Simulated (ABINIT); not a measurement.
Band structure of Ca (Fm-3m, 1 atom in the cell).

```
CELL_PARAMETERS angstrom
      0.00000     2.79000     2.79000
      2.79000     0.00000     2.79000
      2.79000     2.79000     0.00000
ATOMIC_POSITIONS crystal
  Ca 0.00000 0.00000 0.00000
```

Method of the run: PBE, PAW (JTH v2.0 PBE PAW) (plane waves; ABINIT 10.0.3).

Settings: pseudos = [Ca.GGA_PBE-JTH.xml]; ecut = 40 Ry; pawecutdg = 80 Ry; pawxcdev = 0; ixc = 11; occopt = 7; tsmear = 0.00734986 Ha; ngkpt = 8 8 8; nshiftk = 1; shiftk = 0 0 0; potentials = JTH v2.0 PBE PAW; kptopt = 1; nstep = 80.

The starting cell has typed, rounded lattice constants, without a prior relaxation at this level.

Levels in eV from the Fermi level, bands 2 to 9:
```json
[
 {"point": "Γ", "2": "-22.99", "3": "-22.99", "4": "-22.99", "5": "-3.95", "6": "2.33", "7": "2.33", "8": "2.33", "9": "3.36"},
 {"point": "X", "2": "-23.11", "3": "-23.04", "4": "-23.04", "5": "-0.40", "6": "0.62", "7": "0.94", "8": "4.01", "9": "4.20"},
 {"point": "W", "2": "-23.07", "3": "-23.07", "4": "-23.04", "5": "0.24", "6": "0.71", "7": "0.71", "8": "2.52", "9": "4.20"},
 {"point": "K", "2": "-23.09", "3": "-23.06", "4": "-23.03", "5": "0.07", "6": "0.44", "7": "0.82", "8": "3.22", "9": "3.93"},
 {"point": "L", "2": "-23.11", "3": "-23.01", "4": "-23.01", "5": "-0.95", "6": "-0.16", "7": "2.22", "8": "2.22", "9": "4.02"},
 {"point": "U", "2": "-23.09", "3": "-23.06", "4": "-23.03", "5": "0.07", "6": "0.44", "7": "0.82", "8": "3.22", "9": "3.93"}
]
```

Bands cross the Fermi level along this path, so the cell is metallic at this level.
